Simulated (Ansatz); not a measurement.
The cell is made up: elements placed on another compound's structure type, so the phase may be hypothetical.

By PBEsol, the system below comes out a metal.

The ballistic (Sharvin) conductance counts the channels at the Fermi level: G/A = (e²/h) × channels of both spins per area.

Given:

```yaml
crystal:
  lattice:
    - [5.90496, 0.00000, 0.00000]
    - [0.00000, 5.92336, 0.00000]
    - [0.00000, 0.00000, 6.01490]
  atoms:
    - { symbol: Ta, position: [0.72155, 0.75587, 0.06574] }
    - { symbol: Ta, position: [0.27845, 0.25587, 0.93426] }
    - { symbol: Ta, position: [0.72155, 0.25587, 0.43426] }
    - { symbol: Ta, position: [0.27845, 0.75587, 0.56574] }
    - { symbol: S, position: [0.92168, 0.62574, 0.38698] }
    - { symbol: S, position: [0.07832, 0.12574, 0.61302] }
    - { symbol: S, position: [0.92168, 0.12574, 0.11302] }
    - { symbol: S, position: [0.07832, 0.62574, 0.88698] }
    - { symbol: S, position: [0.56992, 0.50539, 0.76148] }
    - { symbol: S, position: [0.43008, 0.00539, 0.23852] }
    - { symbol: S, position: [0.56992, 0.00539, 0.73852] }
    - { symbol: S, position: [0.43008, 0.50539, 0.26148] }
```

Space group of this cell: Pca2_1. The cell was relaxed by PBE-D3(BJ); by PBEsol its mean pressure is -1.0 GPa.

The current flows along the normal of the first two printed cell vectors. No spin-orbit coupling; the value is a mean over 0.1 eV about the Fermi level.

Compute, with PBEsol run with Ansatz (an electronic-structure program), the ballistic conductance per area.

0.35 × 10¹⁵ S/m² for both spins.
